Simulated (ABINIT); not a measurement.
**Input and output of a self-consistent single point for BN (F-43m, 2 atoms in the cell) (ABINIT)**

Level of theory: PBE, PAW (JTH v2.0 PBE PAW) (plane waves; ABINIT).

The input file:

```
# BN, JTH v2.0 PBE PAW
pp_dirpath "./"
pseudos "B.GGA_PBE-JTH.xml, N.GGA_PBE-JTH.xml"
acell 3*1.0 Angstrom
rprim
        -0.0000000000    1.7984620000    1.7984620000
         1.7984620000    0.0000000000    1.7984620000
         1.7984620000    1.7984620000    0.0000000000
natom 2
ntypat 2
znucl 5 7
typat 1 2
xred
         0.0000000000    0.0000000000    0.0000000000
         0.2500000000    0.2500000000    0.2500000000
ecut 26 Ha
pawecutdg 52 Ha
pawxcdev 0
ixc 11
occopt 3
tsmear 0.02 eV
nband 9
kptopt 1
ngkpt 12 12 12
nshiftk 1
shiftk 0 0 0
nstep 80
tolvrs 1.0e-12
prtwf 0
prtden 0
enunit 2
```

Output, abridged:

```
 Symmetries : space group F-4 3 m (#216); Bravais cF (face-center cubic)

 -outvars: echo values of preprocessed input variables --------
            acell      1.8897261329E+00  1.8897261329E+00  1.8897261329E+00 Bohr
             ecut      2.60000000E+01 Hartree
           enunit           2
              ixc          11
         kptrlatt       12    0    0      0   12    0      0    0   12
          kptrlen      5.76761654E+01
            natom           2
            nband           9
            ngfft          24      24      24
          ngfftdg          32      32      32
             nkpt          72
            nstep          80
             nsym          24
           ntypat           2
           occopt           3
        pawecutdg      5.20000000E+01 Hartree
         pawxcdev           0
            rprim     -0.0000000000E+00  1.7984620000E+00  1.7984620000E+00
                       1.7984620000E+00  0.0000000000E+00  1.7984620000E+00
                       1.7984620000E+00  1.7984620000E+00  0.0000000000E+00
          spgroup         216
           tolvrs      1.00000000E-12
           tsmear      7.34986508E-04 Hartree
            typat      1  2
           useylm           1
             xred      0.0000000000E+00  0.0000000000E+00  0.0000000000E+00
                       2.5000000000E-01  2.5000000000E-01  2.5000000000E-01
            znucl        5.00000    7.00000

== DATASET  1 ==================================================================

 Exchange-correlation functional for the present dataset will be:
  GGA: Perdew-Burke-Ernzerhof functional - ixc=11
 Citation for XC functional:
  J.P.Perdew, K.Burke, M.Ernzerhof, PRL 77, 3865 (1996)

 Real(R)+Recip(G) space primitive vectors, cartesian coordinates (Bohr,Bohr^-1):
 R(1)=  0.0000000  3.3986006  3.3986006  G(1)= -0.1471194  0.1471194  0.1471194
 R(2)=  3.3986006  0.0000000  3.3986006  G(2)=  0.1471194 -0.1471194  0.1471194
 R(3)=  3.3986006  3.3986006  0.0000000  G(3)=  0.1471194  0.1471194 -0.1471194
 Unit cell volume ucvol=  7.8510980E+01 bohr^3
 Angles (23,13,12)=  6.00000000E+01  6.00000000E+01  6.00000000E+01 degrees

 Coarse grid specifications (used for wave-functions):

 getcut: wavevector=  0.0000  0.0000  0.0000  ngfft=  24  24  24
         ecut(hartree)=     26.000   => boxcut(ratio)=   2.17543

 Fine grid specifications (used for densities):

 getcut: wavevector=  0.0000  0.0000  0.0000  ngfft=  32  32  32
         ecut(hartree)=     52.000   => boxcut(ratio)=   2.05101

   5.83076110E+01                                ecore*ucvol(ha*bohr**3)

_setup2: Arith. and geom. avg. npw (full set) are     497.362     497.327

--- !BeginCycle
solver: {iscf: 17, nstep: 80, nline: 4, wfoptalg: 10, }
tolerances: {tolvrs: 1.00E-12, }
...

     iter   Etot(hartree)      deltaE(h)  residm     nres2
 ETOT  1  -12.968843220924    -1.297E+01 3.499E-01 1.964E+01
 ETOT  2  -12.980858687195    -1.202E-02 2.535E-02 2.832E+00
 ETOT  3  -12.978458657510     2.400E-03 1.323E-03 3.035E-01
 ETOT  4  -12.978315998209     1.427E-04 8.864E-04 5.285E-03
 ETOT  5  -12.978335745821    -1.975E-05 6.621E-04 1.504E-03
 ETOT  6  -12.978337033947    -1.288E-06 6.295E-04 3.681E-05
 ETOT  7  -12.978337024557     9.390E-09 3.034E-04 8.861E-07
 ETOT  8  -12.978337026728    -2.171E-09 2.497E-04 2.213E-08
 ETOT  9  -12.978337026716     1.205E-11 9.882E-05 9.234E-09
 ETOT 10  -12.978337026702     1.400E-11 8.019E-05 1.090E-10
 ETOT 11  -12.978337026701     4.992E-13 8.105E-05 2.285E-11
 ETOT 12  -12.978337026701     2.025E-13 7.600E-05 8.779E-13

 At SCF step   12       nres2   =  8.78E-13 < tolvrs=  1.00E-12 =>converged.

 Cartesian components of stress tensor (hartree/bohr^3)
  sigma(1 1)= -3.02408827E-04  sigma(3 2)=  0.00000000E+00
  sigma(2 2)= -3.02408827E-04  sigma(3 1)=  0.00000000E+00
  sigma(3 3)= -3.02408827E-04  sigma(2 1)=  0.00000000E+00

 ----iterations are completed or convergence reached----

 reduced coordinates (array xred) for    2 atoms
       0.000000000000      0.000000000000      0.000000000000
       0.250000000000      0.250000000000      0.250000000000
 cartesian forces (eV/Angstrom) at end:
    1     -0.00000000000000    -0.00000000000000    -0.00000000000000
    2      0.00000000000000     0.00000000000000     0.00000000000000
 frms,max,avg= 3.1828673E-29 3.1828673E-29   0.000E+00  0.000E+00  0.000E+00 e/A
 length scales=  1.889726132886  1.889726132886  1.889726132886 bohr
              =  1.000000000000  1.000000000000  1.000000000000 angstroms
 Fermi (or HOMO) energy (hartree) =   0.41098   Average Vxc (hartree)=  -0.47353
 Eigenvalues (hartree) for nkpt=  72  k points:
 kpt#   1, nband=  9, wtk=  0.00058, kpt=  0.0000  0.0000  0.0000 (reduced coord)
  -0.42369    0.32655    0.32655    0.32655    0.65263    0.65263    0.65263    0.71519
   1.24566
      occupation numbers for kpt#   1
   2.00000    2.00000    2.00000    2.00000    0.00000    0.00000    0.00000    0.00000
   0.00000
 prteigrs : prtvol=0 or 1, do not print more k-points.

 Fermi (or HOMO) energy (eV) =  11.18338   Average Vxc (eV)= -12.88545
 Eigenvalues (   eV  ) for nkpt=  72  k points:
 kpt#   1, nband=  9, wtk=  0.00058, kpt=  0.0000  0.0000  0.0000 (reduced coord)
 -11.52931    8.88587    8.88587    8.88587   17.75893   17.75893   17.75893   19.46123
  33.89608
 prteigrs : prtvol=0 or 1, do not print more k-points.

--- !EnergyTerms
comment             : Components of total free energy in Hartree
kinetic             :  7.98508708000245E+00
hartree             :  1.79599756506282E+00
xc                  : -3.92284969082892E+00
Ewald energy        : -1.32365794528478E+01
psp_core            :  7.42668231728991E-01
local_psp           : -7.72831570173331E+00
spherical_terms     :  1.38565478949910E+00
internal            : -1.29783371791167E+01
'-kT*entropy'       :  2.50878584706553E-16
total_energy        : -1.29783371791167E+01
total_energy_eV     : -3.53158514845454E+02
...

-Cartesian components of stress tensor (GPa)         [Pressure=  8.8972E+00 GPa]
- sigma(1 1)= -8.89717336E+00  sigma(3 2)=  0.00000000E+00
- sigma(2 2)= -8.89717336E+00  sigma(3 1)=  0.00000000E+00
- sigma(3 3)= -8.89717336E+00  sigma(2 1)=  0.00000000E+00

 Calculation completed.
```

The run converged in 12 iterations.

The starting cell has typed, rounded lattice constants, without a prior relaxation at this level. Its lattice was rescaled by up to half a per cent. With a pressure of about 9 GPa the cell is away from its equilibrium volume at this level.
